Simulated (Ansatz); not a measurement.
Base system: BAs in the wurtzite structure (space group P6_3mc, No. 186; a = 3.3544 Å, c = 5.5538 Å; a cell from a computed database, its experimental status unchecked).

The same geometry is solved again with PBEsol+SOC.

Levels (all Ansatz, a program for electronic structure, PAW): PBEsol+SOC (420 eV, spin-orbit coupling included); PBEsol (420 eV, without spin-orbit coupling).

Base, band edges from the VBM (valence, conduction): K -4.64, 1.20; H -2.86, 2.69; M -2.08, 1.02; L -3.36, 1.68; A -1.29, 2.85; Γ 0.00, 2.16 eV.

Q: Give the band edges at the high-symmetry points of the new zone, measured from its valence-band maximum.

A: 
| point | valence edge (eV) | conduction edge (eV) |
|---|---|---|
| Γ | 0.00 | 2.09 |
| M | -2.15 | 0.95 |
| K | -4.70 | 1.13 |
| A | -1.28 | 2.78 |
| L | -3.39 | 1.61 |
| H | -2.91 | 2.62 |

The gap is 0.95 eV, indirect, Γ → M.

Single points use the geometry relaxed with PBEsol. Differences between runs with and without spin-orbit coupling are approximate. Stability against distortions was not tested. This is not the structure that BAs has at room temperature and ambient pressure.
